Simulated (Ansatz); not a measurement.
Consider Be₃P₂ (space group P-3m1, No. 164; a = 3.468 Å, c = 5.697 Å; a hypothetical phase, not in the database extracts checked).

Modification: every lattice vector is stretched by 3.88 %; the atoms relax in the strained cell.

Levels (all Ansatz, a program for electronic structure, PAW): PBEsol (420 eV, spin-orbit coupling left out); r2SCAN (500 eV, no spin-orbit coupling).

The geometry is relaxed with PBEsol.

```
Property            Value
---------------  --------
PBEsol pressure  -9.5 GPa
```

### Question
What does r2SCAN give at this geometry for the pressure?

### Answer
The pressure grows by 1.7 GPa to -7.8 GPa.

Single points use the geometry relaxed with PBEsol. Their cutoffs differ, which shifts pressures a little. No phonon test of stability was made. The final runs are not spin-polarised.
